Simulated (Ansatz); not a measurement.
The starting structures come from a database of crystals and need not be the phases stable at ambient conditions.

## Evanescent states of LiMgBN2 (I-4m2, not sure to be the ambient phase, 5 atoms a cell, 13.0 Å³ an atom, -3 GPa at this level) along the normal of (001)

Level of theory: r2SCAN (plane waves, PAW; Ansatz, a quantum-chemistry and plane-wave program).

No gap correction and no spin-orbit coupling; mid-gap values are interpolated between computed energies.

Energies count from the valence-band top; κ is the least over a 8×8 mesh across the current.

```csv
E (eV),κ (1/Å),where
0.07,0.112,Γ
0.21,0.190,Γ
0.35,0.241,Γ
0.49,0.280,Γ
0.63,0.311,Γ
0.77,0.338,Γ
0.91,0.361,Γ
1.05,0.381,Γ
1.19,0.398,Γ
1.33,0.412,off Γ
1.47,0.400,Γ
1.61,0.386,Γ
1.75,0.371,Γ
1.89,0.353,Γ
2.03,0.333,Γ
2.17,0.310,Γ
2.31,0.283,Γ
2.45,0.251,Γ
2.59,0.210,Γ
2.73,0.153,Γ
2.87,0.021,Γ
```

Question: How thick must the barrier be to attenuate the transmission by 10^4 when the electrodes' Fermi level lies at 0.21 eV, and what attenuation does that film give at 0.07 eV?

Answer: d = 4 ln 10 / (2 × 0.190) = 24.2 Å. At 0.07 eV it gives 4 × 0.112/0.190 = 2.4 decades.
